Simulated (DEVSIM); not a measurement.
Structure: Co/SiO2/n-Ge capacitor, at 400 K.

```tsv
layer (left to right)	material	thickness (nm)	Nd (cm⁻³)
1	SiO2	2.40	-
2	Ge	540	1.2e17
```

Metal gate on the left, work function 5 eV. Fixed charge at the semiconductor interface 0 cm⁻² (in units of +e); no interface traps.

This is a model device: material constants are rounded textbook-type values typed into the input, and sizes, dopings and lifetimes were drawn at random. Values at 300 K; Nc and Nv go as T^1.5, mobilities as T to minus their exponent, the gap by Varshni's rule with the affinity fixed.

| parameter | SiO2 | Ge |
|---|---|---|
| gap (eV) | 9 | 0.664 |
| affinity (eV) | 0.9 | 4 |
| permittivity | 3.9 | 16 |
| Nc (cm⁻³) | - | 1.04e19 |
| Nv (cm⁻³) | - | 6e18 |
| Varshni α (eV/K) | - | 0.000477 |
| Varshni β (K) | - | 235 |

Model (solved in DEVSIM): 1D Poisson equation in equilibrium, Boltzmann statistics, complete ionisation; no quantum confinement or tunnelling. Metal contacts follow the ideal Schottky-Mott rule: no Fermi-level pinning, no interface dipoles.

Problem. Tabulate band edges, carrier densities and field at 0.4 V on the gate.

Solution. Energies count from the Fermi level of the right contact; mesh points crowd at the junctions.

| x (μm) | Ec (eV) | Ev (eV) | n (cm⁻³) | p (cm⁻³) | field (V/cm) |
|---|---|---|---|---|---|
| 0.000 | 3.700 | -5.300 | < 1e2 | < 1e2 | -410000 |
| 0.0006800 | 3.672 | -5.328 | < 1e2 | < 1e2 | -410000 |
| 0.001320 | 3.645 | -5.355 | < 1e2 | < 1e2 | -410000 |
| 0.002000 | 3.617 | -5.383 | < 1e2 | < 1e2 | -410000 |
| 0.002982 | 0.496 | -0.128 | 9.1e12 | 2.2e17 | -98000 |
| 0.004336 | 0.483 | -0.141 | 1.3e13 | 1.5e17 | -94000 |
| 0.006739 | 0.461 | -0.163 | 2.5e13 | 8.1e16 | -87000 |
| 0.01280 | 0.411 | -0.213 | 1.0e14 | 1.9e16 | -76000 |
| 0.02176 | 0.349 | -0.275 | 6.4e14 | 3.2e15 | -63000 |
| 0.03647 | 0.271 | -0.353 | 6.2e15 | 3.3e14 | -43000 |
| 0.06377 | 0.195 | -0.429 | 5.6e16 | 3.6e13 | -15000 |
| 0.1326 | 0.169 | -0.455 | 1.2e17 | 1.7e13 | -250 |
| 0.2345 | 0.169 | -0.455 | 1.2e17 | 1.7e13 | ≈ 0 |
| 0.3627 | 0.169 | -0.455 | 1.2e17 | 1.7e13 | ≈ 0 |
| 0.4575 | 0.169 | -0.455 | 1.2e17 | 1.7e13 | ≈ 0 |
| 0.4951 | 0.169 | -0.455 | 1.2e17 | 1.7e13 | ≈ 0 |
| 0.5153 | 0.169 | -0.455 | 1.2e17 | 1.7e13 | ≈ 0 |
| 0.5276 | 0.169 | -0.455 | 1.2e17 | 1.7e13 | ≈ 0 |
| 0.5360 | 0.169 | -0.455 | 1.2e17 | 1.7e13 | ≈ 0 |
| 0.5393 | 0.169 | -0.455 | 1.2e17 | 1.7e13 | ≈ 0 |
| 0.5412 | 0.169 | -0.455 | 1.2e17 | 1.7e13 | ≈ 0 |
| 0.5424 | 0.169 | -0.455 | 1.2e17 | 1.7e13 | ≈ 0 |
